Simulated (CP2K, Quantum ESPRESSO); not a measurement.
A CP2K input for a self-consistent single point of SnO (P1, 4 atoms in the cell) (DFT PBEsol, GPW, DZVP-MOLOPT-SR-GTH basis, GTH-PBE potentials (GTH_POTENTIALS)):

```
&GLOBAL
  PROJECT run
  RUN_TYPE ENERGY_FORCE
  PRINT_LEVEL LOW
&END GLOBAL
&FORCE_EVAL
  METHOD Quickstep
  STRESS_TENSOR ANALYTICAL
  &DFT
    BASIS_SET_FILE_NAME BASIS_MOLOPT
    POTENTIAL_FILE_NAME GTH_POTENTIALS
    &QS
      METHOD GPW
      EPS_DEFAULT 1E-10
    &END QS
    &MGRID
      CUTOFF 450
      REL_CUTOFF 50
      NGRIDS 5
    &END MGRID
    &SCF
      SCF_GUESS ATOMIC
      EPS_SCF 1E-6
      MAX_SCF 100
      ADDED_MOS 5
      &DIAGONALIZATION
        ALGORITHM STANDARD
      &END DIAGONALIZATION
      &MIXING
        METHOD BROYDEN_MIXING
        ALPHA 0.2
        NBUFFER 12
        BETA 1.5
      &END MIXING
      &SMEAR ON
        METHOD FERMI_DIRAC
        ELECTRONIC_TEMPERATURE [K] 580.23
      &END SMEAR
    &END SCF
    &KPOINTS
      SCHEME MONKHORST-PACK 8 5 6
      GAMMA_CENTERED T
    &END KPOINTS
    &XC
      &XC_FUNCTIONAL
        &PBE
          PARAMETRIZATION PBESOL
        &END PBE
      &END XC_FUNCTIONAL
    &END XC
    &PRINT
      &MO
        EIGENVALUES T
        OCCUPATION_NUMBERS T
        NDIGITS 8
        FILENAME mo
        &EACH
          QS_SCF 0
        &END EACH
        ADD_LAST NUMERIC
      &END MO
      &MULLIKEN OFF
      &END MULLIKEN
    &END PRINT
  &END DFT
  &SUBSYS
    &CELL
      A 3.42579000 0.00000000 0.00000000
      B 0.00000000 5.79382400 0.00000000
      C 0.00000000 0.00000000 4.31105400
      PERIODIC XYZ
    &END CELL
    &COORD
      Sn       0.01266857     1.26937469     2.21629131
      Sn       1.71044556     4.43372382     0.03462207
      O       -0.01665619     5.22839313     3.19562051
      O        1.71933549     0.65615636     1.02005142
    &END COORD
    &KIND Sn
      BASIS_SET DZVP-MOLOPT-SR-GTH-q4
      POTENTIAL GTH-PBE-q4
    &END KIND
    &KIND O
      BASIS_SET DZVP-MOLOPT-SR-GTH-q6
      POTENTIAL GTH-PBE-q6
    &END KIND
  &END SUBSYS
  &PRINT
    &FORCES ON
    &END FORCES
    &STRESS_TENSOR ON
    &END STRESS_TENSOR
  &END PRINT
&END FORCE_EVAL
```

Task: Translate this input to Quantum ESPRESSO.

Result: One input that does it (others would too):

```fortran
&CONTROL
 calculation = 'scf',
 outdir = './tmp',
 pseudo_dir = './',
 tprnfor = .true.,
 tstress = .true.,
/
&SYSTEM
 ibrav = 0,
 nat = 4,
 ntyp = 2,
 ecutwfc = 40,
 ecutrho = 200,
 occupations = 'smearing',
 smearing = 'fermi-dirac',
 degauss = 0.0036749,
/
&ELECTRONS
 conv_thr = 1e-10,
 mixing_beta = 0.4,
/
ATOMIC_SPECIES
Sn   118.7100  sn_pbesol_v1.4.uspp.F.UPF
O     15.9990  o_pbesol_v1.2.uspp.F.UPF
ATOMIC_POSITIONS {angstrom}
Sn    0.0126685714    1.2693746940    2.2162913061
Sn    1.7104455601    4.4337238160    0.0346220747
O    -0.0166561910    5.2283931282    3.1956205101
O     1.7193354852    0.6561563618    1.0200514201
K_POINTS {automatic}
8 5 6  0 0 0
CELL_PARAMETERS {angstrom}
   3.4257900000     0.0000000000     0.0000000000
   0.0000000000     5.7938240000     0.0000000000
   0.0000000000     0.0000000000     4.3110540000
```

Basis, cutoffs, solver keys and any potentials are the target program's own. This input uses DFT, PBEsol, plane waves, GBRV 1.5 ultrasoft (PBESOL) pseudopotentials.

The starting cell comes from a database of computed structures (which also holds hypothetical and non-ambient phases and stackings), without a prior relaxation at this level. Its lattice was rescaled by a random factor within 2.5 % of one. For this run, on top of that: atoms moved at random.
